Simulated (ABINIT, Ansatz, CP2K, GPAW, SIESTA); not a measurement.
**Code comparison for Ca (Fm-3m, 1 atom in the cell)**

Self-consistent single point.

```xyz
1
Lattice="0.0000 2.7900 2.7900 2.7900 0.0000 2.7900 2.7900 2.7900 0.0000" Properties=species:S:1:pos:R:3 pbc="T T T"
Ca     0.0000     0.0000     0.0000
```

Shared settings, as Ansatz (a first-principles code) writes them: kpoints.mp_grid.grid = 8 8 8; scf.occupations.method = gaussian; scf.occupations.width = 0.0147 Ry. Potentials and cutoffs stand in the table.

| code | model | pressure (GPa) | cutoff |
|---|---|---|---|
| CP2K | PBEsol, GPW, TZVP-MOLOPT-SR-GTH basis, GTH-PBE potentials (GTH_POTENTIALS) | -0.99 | grid 500 Ry |
| GPAW | PBEsol, GPAW PAW datasets PBEsol (made by gpaw-setup) | -1.03 | 600 eV |
| ABINIT | PBEsol, PAW (JTH v2.0 PBE PAW, files made for PBE) | -1.16 | 40 Ry |
| Ansatz | PBEsol, default PAW files made with PBE | -1.09 | default |
| SIESTA | GGA PBEsol, numerical atomic orbitals DZP, PseudoDojo PBEsol standard norm-conserving potentials (rewritten from UPF to PSML) | 3.03 | grid 350 Ry |

The spread over the programs that give each value: pressure within 4.19 GPa.

CP2K and SIESTA use small atom-centred bases, whose incompleteness enters pressures, forces and empty levels differently from a plane-wave cutoff. Ansatz's pressure is given at a fixed set of plane waves, as the other plane-wave codes print theirs. In the pressure, SIESTA (by 4.12) lies more than 1 GPa from the median of the plane-wave programs.

The starting cell has typed, rounded lattice constants, without a prior relaxation at this level.

Left out of this page: PySCF, Elk and FLEUR (not drawn, or without a comparable value).

Keys are those of Ansatz 0.2.
